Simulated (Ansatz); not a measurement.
Abridged Ansatz (a first-principles code) output:

```
Relaxation: its limit of steps is 50 (relax.max_steps)
Pseudopotential: Ir, paw, valence charge 17
Crystal: 1 atoms, lattice volume = 13.883 Å³
Basis set: ecut = 420 eV, 283 PW (Γ), exchange–correlation on 36×36×40 points (8 copies of the dense FFT grid, shifted against one another)
Bands: 13, of which v1, the nominal top of the filled ones, is band 9 counted from 1 (8 counted from 0)
Symmetry: 12 space group operations
k-points: 2255 of 24389
Functional: x = pbesol(κ = 0.804, μ = 0.12345679012345678), c = pbesol(β = 0.046)
SCF iter   1: F=—  HF=-11799.044588 eV  |F-HF|=—  |Δ(HF+E_count)|=         —  Δρ=5.64e-3  dr2=1.72e-3  ethr=1.77e-3  ⟨swp⟩=5.0  Hψ=147947  notcnv=0
SCF iter   2: F=—  HF=-11799.044224 eV  |F-HF|=—  |Δ(HF+E_count)|=   3.64e-4  Δρ=2.39e-3  dr2=1.21e-4  ethr=1.01e-5  ⟨swp⟩=2.4  Hψ=60727  notcnv=0
SCF 1 converged in 6 iterations: F = -11799.044365 eV  dr2 = 1.28e-10
relax step   1: F+E_penalty+E_count = -11799.04436523 eV  Δ(F+E_penalty+E_count) = +0.000e0 eV  max|allowed force component| = 0.000e0 eV/Å  Δτ_max = 0.0000 Å  P = +5.074 GPa  Ω = 13.883 Å³  fix = [a, b, gamma]  reactions: a +7.554, b +7.554 GPa  (6 SCF iters, dr2 threshold 1.00e-7 eV, accepted)
[... steps on the carried basis left out ...]
relax step   3: F+E_penalty+E_count = -11799.04436505 eV  Δ(F+E_penalty+E_count) = +1.772e-7 eV  max|allowed force component| = 0.000e0 eV/Å  Δτ_max = 0.0000 Å  P = +5.016 GPa  Ω = 13.885 Å³  energy of the carried Pulay correction = -9.060e-7 eV  fix = [a, b, gamma]  reactions: a +7.524, b +7.524 GPa  (5 SCF iters, accepted)
Crystal: 1 atoms, lattice volume = 13.885 Å³
SCF iter   1: F=—  HF=-11799.044365 eV  |F-HF|=—  |Δ(HF+E_count)|=         —  Δρ=6.37e-7  dr2=1.55e-11  ethr=3.98e-8  ⟨swp⟩=3.0  Hψ=224151  notcnv=0
SCF iter   2: F=—  HF=-11799.044366 eV  |F-HF|=—  |Δ(HF+E_count)|=   6.07e-7  Δρ=3.47e-7  dr2=4.90e-12  ethr=9.15e-14 (applied; sched 1.00e-12)  ⟨swp⟩=3.2  Hψ=68607  notcnv=0
SCF 4 converged in 4 iterations: F = -11799.044366 eV  dr2 = 1.04e-14
SCF converged after 4 iterations
Free energy (F): -11799.044366 eV
Internal energy: -11799.015737 eV  (E = F + TS)
E sigma→0 (E₀):  -11799.030052 eV
Entropy (-TS):   -0.028629 eV (-28.629 meV/atom)
Fermi energy:    26.249276 eV
--- Forces (eV/Å), atoms counted from 1 ---
  atom   1  Ir    -0.00000000     0.00000000     0.00000000
--- Stress (GPa, compression-positive) ---
        7.523649       0.000000       0.000000
        0.000000       7.523649       0.000000
        0.000000       0.000000      -0.000461
  P = ⅓ Tr σ = 5.0156 GPa (50.156 kbar)
--- Relaxed structure (3 steps of the walk, 2 accepted, 1 SCFs on fresh bases) ---
  cell:  # Å, volume = 13.8846 Å³
    - [2.686509893879425, 2.8867501632104946e-11, 4.0318644007160336e-11]
    - [1.3432549469147124, 2.326585815632252, 2.0159355315618547e-11]
    - [1.3432549469147075, -0.7755286051915057, 2.221392632396575]
  atoms:
    - { symbol: Ir, position: [0.0, 0.0, 0.0] }
```

Problem. What was computed, and what are the main results?

Solution. Ir, 1 atom in the cell, with DFT with PBEsol, PAW potentials and a 420 eV plane-wave cutoff in Ansatz, without spin-orbit coupling. The last SCF converged to F = -11799.044366 eV, or -11799.0444 eV per atom, at a pressure of 5.02 GPa. The total energy compares only with runs of the same code, potentials and settings.

The cells carry an imposed strain or load. Whether these cells are dynamically stable was not tested. All final runs are without spin polarisation. The cell was made from Ir in the fcc (Cu type) structure (space group Fm-3m, No. 225) by this change: biaxial strain −0.83 %, plane normal [111], relaxed out of plane.

Keys are those of Ansatz 0.2.
